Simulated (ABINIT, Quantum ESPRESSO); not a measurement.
A Quantum ESPRESSO input for a self-consistent single point of NiPbF6 (R-3, 8 atoms in the cell) (DFT, PBEsol, plane waves, PseudoDojo standard norm-conserving (PBESOL) pseudopotentials):

```fortran
&control
   calculation = 'scf',
   prefix = 'scf',
   outdir = './out',
   pseudo_dir = './',
   tprnfor = .true.,
   tstress = .true.,
/
&system
   ibrav = 0,
   nat = 8,
   ntyp = 3,
   ecutwfc = 100,
   occupations = 'smearing',
   smearing = 'fermi-dirac',
   degauss = 0.00147,
   nspin = 2,
   starting_magnetization(1) = 0.111,
/
&electrons
   conv_thr = 1.0d-10,
   mixing_beta = 0.4,
/
ATOMIC_SPECIES
Ni    58.6934  Ni.upf
Pb   207.2000  Pb.upf
F     18.9984  F.upf
CELL_PARAMETERS angstrom
   2.58186921     1.49064288     4.80733900
  -2.58186921     1.49064288     4.80733900
   0.00000000    -2.98128576     4.80733900
ATOMIC_POSITIONS crystal
Ni    0.00000000    0.00000000    0.00000000
Pb    0.50000000    0.50000000    0.50000000
F     0.39328000    0.08912000    0.76111000
F     0.60672000    0.91088000    0.23889000
F     0.76111000    0.39328000    0.08912000
F     0.23889000    0.60672000    0.91088000
F     0.08912000    0.76111000    0.39328000
F     0.91088000    0.23889000    0.60672000
K_POINTS automatic
3 3 3  0 0 0
```

Problem. Write the same calculation as an input for ABINIT.

Solution. One input that does it (others would too):

```
# NiPbF6, PseudoDojo nc-sr-04 PBEsol standard
pp_dirpath "./"
pseudos "Ni.upf, Pb.upf, F.upf"
acell 10.6896669138 10.6896669138 10.6896669138
rprim
         0.4564244825    0.2635167978    0.8498444499
        -0.4564244825    0.2635167978    0.8498444499
        -0.0000000000   -0.5270335956    0.8498444499
natom 8
ntypat 3
znucl 28 82 9
typat 1 2 3 3 3 3 3 3
xcart
         0.0000000000    0.0000000000    0.0000000000
        -0.0000000000    0.0000000000   13.6268311473
         1.4840044535   -2.9290760234   11.2967338667
        -1.4840044535    2.9290760234   15.9569284280
         1.7946520191    2.7497235678   11.2967338667
        -1.7946520191   -2.7497235678   15.9569284280
        -3.2786564727    0.1793524556   11.2967338667
         3.2786564727   -0.1793524556   15.9569284280
ecut 49
ixc -116133
nsppol 2
spinat
      0 0 2
      0 0 0
      0 0 0
      0 0 0
      0 0 0
      0 0 0
      0 0 0
      0 0 0
occopt 3
tsmear 0.02 eV
nband 48
kptopt 1
ngkpt 3 3 3
nshiftk 1
shiftk 0 0 0
nstep 50
toldfe 1.0e-09
prtwf 0
prtden 0
prtvol 1
```

Basis, cutoffs, solver keys and any potentials are the target program's own. This input uses DFT, PBEsol, plane waves, norm-conserving pseudopotentials (PseudoDojo nc-sr-04 PBEsol standard).

The starting cell comes from a database of computed structures (which also holds hypothetical and non-ambient phases and stackings), without a prior relaxation at this level. Its lattice was rescaled by a random factor within 2.5 % of one.
